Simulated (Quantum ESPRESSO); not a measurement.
Input and output of a self-consistent single point for CuSi₂P₃ (P3m1, 6 atoms in the cell) (Quantum ESPRESSO).

Level of theory: PBEsol, PseudoDojo standard norm-conserving (PBESOL) pseudopotentials (plane waves; Quantum ESPRESSO 7.5).

```yaml
crystal:
  lattice:
    - [3.73199, 0.00000, 0.00000]
    - [-1.86600, 3.23200, 0.00000]
    - [0.00000, 0.00000, 9.08557]
  atoms:
    - { symbol: Si, position: [0.66667, 0.33333, 0.08331] }
    - { symbol: Si, position: [0.00000, 0.00000, 0.43280] }
    - { symbol: Cu, position: [0.33333, 0.66667, 0.73699] }
    - { symbol: P, position: [0.33333, 0.66667, 0.99173] }
    - { symbol: P, position: [0.66667, 0.33333, 0.33468] }
    - { symbol: P, position: [0.00000, 0.00000, 0.67048] }
```

Reference input (self-consistent single point, DFT, PBEsol, plane waves, PseudoDojo standard norm-conserving (PBESOL) pseudopotentials): ecutwfc = 95 Ry; occupations = smearing; smearing = marzari-vanderbilt; degauss = 0.0099958 Ry; potentials = {Si: Si.upf, Cu: Cu.upf, P: P.upf}; K_POINTS = automatic 8 8 3 0 0 0; conv_thr = 1e-10 Ry. This run's input differs from it in these lines:

```diff
@@ -15,3 +15,3 @@
  smearing = 'marzari-vanderbilt'
- degauss = 0.0099958
+ degauss = 0.036749
 /
```

The program printed (abridged):

```
     Self-consistent Calculation

     iteration #  1     ecut=    95.00 Ry     beta= 0.70

     total energy              =    -436.79427726 Ry
     estimated scf accuracy    <       0.92920130 Ry

     iteration #  2     ecut=    95.00 Ry     beta= 0.70

     total energy              =    -437.01578208 Ry
     estimated scf accuracy    <       3.11533408 Ry

     iteration #  3     ecut=    95.00 Ry     beta= 0.70

     total energy              =    -437.16217559 Ry
     estimated scf accuracy    <       1.65233783 Ry

   [... 10 blocks of this kind left out ...]

     iteration # 14     ecut=    95.00 Ry     beta= 0.70

     total energy              =    -437.39600681 Ry
     estimated scf accuracy    <          5.3E-10 Ry

     iteration # 15     ecut=    95.00 Ry     beta= 0.70
     End of self-consistent calculation

     the Fermi energy is     8.4698 ev

!    total energy              =    -437.39600681 Ry
     estimated scf accuracy    <          3.4E-11 Ry
     smearing contrib. (-TS)   =      -0.00098249 Ry
     internal energy E=F+TS    =    -437.39502432 Ry

     convergence has been achieved in  15 iterations

     Forces acting on atoms (cartesian axes, Ry/au):

     atom    1 type  1   force =     0.00000000   -0.00000000   -0.00001219
     atom    2 type  1   force =     0.00000000   -0.00000000   -0.00761575
     atom    3 type  2   force =     0.00000000   -0.00000000   -0.00222556
     atom    4 type  3   force =     0.00000000    0.00000000   -0.00779269
     atom    5 type  3   force =     0.00000000    0.00000000    0.00076253
     atom    6 type  3   force =     0.00000000    0.00000000    0.01688367

     Total force =     0.020232     Total SCF correction =     0.000011

          total   stress  (Ry/bohr**3)                   (kbar)     P=      -24.63
  -0.00018681  -0.00000000   0.00000000          -27.48       -0.00        0.00
  -0.00000000  -0.00018681   0.00000000           -0.00      -27.48        0.00
   0.00000000   0.00000000  -0.00012870            0.00        0.00      -18.93

   JOB DONE.
```

The run converged in 15 iterations. Against the reference run the free energy goes down by 2.9 meV/atom, the pressure goes from -2.33 to -2.46 GPa and the largest force goes from 0.376 to 0.434 eV/Å. The full log also holds: “c_bands:  1 eigenvalues not converged”.

The starting cell comes from a database of computed structures (which also holds hypothetical and non-ambient phases and stackings), without a prior relaxation at this level. Spin polarisation is off. The run gives no clean gap (levels at the Fermi energy touch, overlap or are partly filled at this smearing), which alone does not show that the compound is a metal.

Cost on one core of a shared machine: roughly 5 min.
